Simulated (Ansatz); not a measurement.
Results of PBE in Ansatz (PAW) for SiO2 (P4₁2₁2, No. 92).

Numerical settings: plane-wave cutoff 520 eV, 8×8×6 k mesh (along the axes of the cell as run), Fermi–Dirac smearing 0.01 eV, scalar-relativistic PAW data made under PBE.

Energies at three volumes about the minimum:

```tsv
V (Å³/atom)	E − E_lowest (meV/atom)
14.991	0.30
15.297	0.00
15.603	0.30
```

**Question.** Fit a parabola by hand: where is the minimum, and what is the bulk modulus?

**Answer.** Slopes: (0.00 − 0.30)/(15.297 − 14.991) = -0.980 and (0.30 − 0.00)/(15.603 − 15.297) = 0.980 meV/Å³. Curvature E″ = 2 × (0.980 − (-0.980))/(15.603 − 14.991) = 6.405 meV/Å⁶. From the middle of the first interval, the slope vanishes at V0 = 15.1440 − (-0.980)/6.405 = 15.297 Å³/atom. B = V0 E″ = 15.297 × 6.405 meV/Å³ × 0.1602 GPa per meV/Å³ = 15.7 GPa. The full Birch–Murnaghan fit to all volumes gives V0 = 15.292 Å³/atom and B0 = 15.7 GPa.

Shape and atoms are relaxed at each volume.

Measured, for comparison: equilibrium volume per atom 14.27 Å³/atom (temperature not stated, no zero-point or thermal correction, from a published cell, temperature and pressure not stated; as tabulated in Journal of Applied Physics 57, 1045 (1985)). Computed less measured: equilibrium volume per atom +7.1 %.

Note: the volume lies 7 % above that of the published cell.

Ansatz is a first-principles code.
